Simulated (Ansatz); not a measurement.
The reference is ReB2 (space group P6_3/mmc, No. 194; a = 2.890 Å, c = 7.454 Å). Axes: x lies along a and z along c of the hexagonal cell.

Perturbation: tensile biaxial strain of 1.21 % in the plane normal to [001], as in epitaxy on a mismatched substrate; the out-of-plane cell vector and the atoms relax.

Levels (all Ansatz, a quantum-chemistry and plane-wave program, PAW): PBEsol (420 eV, no SOC); PBEsol+SOC (420 eV, spin-orbit coupling included).

The geometry is relaxed with PBEsol.

```
Quantity           Result
---------------  --------
PBEsol pressure  -6.1 GPa
```

Task: Predict the pressure from PBEsol+SOC.

Result: The pressure drops by 0.2 GPa (-6.1 GPa → -6.3 GPa).

Single points use the geometry relaxed with PBEsol. The spin-orbit shifts are approximate. Without a gap, meshes like the base's 18×18×7 leave anisotropic stresses uncertain by several tenths of a GPa, and small strain energies with them. Stability against distortions was not tested. The runs without spin-orbit coupling are not spin-polarised.
